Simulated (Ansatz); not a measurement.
**A constructed model of the (0001) surface of hcp Ti, (√3x√3)R30° surface alloy, Ga on one Ti site of the top plane (bottom of the slab: a bare face, its two planes held)**

Method: PBE (plane waves to 420 eV, PAW; Ansatz, an electronic-structure program).

Slab: 18 atoms, 11.6 Å thick at the start; k 9x9x1, smearing 0.1 eV, dipole-corrected; 6 atoms held, the rest relaxed; held to the start's symmetry, so lower structures may exist; no spin, no spin-orbit, no U. It is one candidate, not shown to be the stable structure of the face.

The work function of the top face comes out as 4.25 eV and the energy released by relaxation comes out as 0.067 eV. The cost comes out as around 6 core-minutes (rough).
